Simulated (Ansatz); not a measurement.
**Response to strain in ZnO**

Take ZnO in the wurtzite structure (space group P6_3mc, No. 186) as the base.

```
ZnO
1.0
    3.23518     0.00000     0.00000
   -1.61759     2.80175     0.00000
    0.00000     0.00000     5.21141
Zn O
2 2
Direct
  0.66667   0.33333   0.00241
  0.33333   0.66667   0.50241
  0.66667   0.33333   0.62279
  0.33333   0.66667   0.12279
```

Cartesian axes are those of the cell as printed.

Strains are applied to the cell and any free atomic positions relax; under biaxial strain the out-of-plane vector relaxes too; under stress the whole cell relaxes.

Method: r2SCAN (Ansatz, a program for electronic structure; PAW; 500 eV plane waves; no SOC).

Notes on the quantities. pressure: mean of the normal stresses, compression positive.

```json
[
 {"change": "base", "pressure": "0.0 kbar", "volume per atom": "11.81 Å³", "width of the top valence band": "1.83 eV", "band gap": "1.24 eV"},
 {"change": "biaxial strain +0.51 %, plane normal [001], relaxed out of plane", "pressure": "-7.5 kbar", "volume per atom": "11.87 Å³", "width of the top valence band": "1.80 eV", "band gap": "1.24 eV"},
 {"change": "biaxial strain +2.06 %, plane normal [001], relaxed out of plane", "pressure": "-29.2 kbar", "volume per atom": "12.03 Å³", "width of the top valence band": "1.80 eV", "band gap": "1.25 eV"},
 {"change": "biaxial strain +2.49 %, plane normal [001], relaxed out of plane", "pressure": "-34.9 kbar", "volume per atom": "12.07 Å³", "width of the top valence band": "1.79 eV", "band gap": "1.25 eV"},
 {"change": "isotropic strain −5.03 %", "pressure": "(withheld)", "volume per atom": "10.12 Å³", "width of the top valence band": "(withheld)", "band gap": "(withheld)"},
 {"change": "isotropic strain −4.77 %", "pressure": "303.6 kbar", "volume per atom": "10.20 Å³", "width of the top valence band": "2.21 eV", "band gap": "1.45 eV"},
 {"change": "isotropic strain −0.75 %", "pressure": "35.6 kbar", "volume per atom": "11.55 Å³", "width of the top valence band": "1.88 eV", "band gap": "1.27 eV"},
 {"change": "isotropic strain +0.15 %", "pressure": "-6.7 kbar", "volume per atom": "11.86 Å³", "width of the top valence band": "1.82 eV", "band gap": "1.23 eV"},
 {"change": "uniaxial strain ε_xx = +4.45 %", "pressure": "-61.3 kbar", "volume per atom": "12.33 Å³", "width of the top valence band": "–", "band gap": "1.15 eV"},
 {"change": "uniaxial stress, 5 GPa tension along x", "pressure": "–", "volume per atom": "11.91 Å³", "width of the top valence band": "–", "band gap": "1.19 eV"}
]
```

Task: Some entries are withheld; estimate them.

Result: 
- isotropic strain −5.03 %, pressure: 326.4 kbar
- isotropic strain −5.03 %, width of the top valence band: 2.23 eV
- isotropic strain −5.03 %, band gap: 1.46 eV

Stability under load was not tested beyond the relaxation.
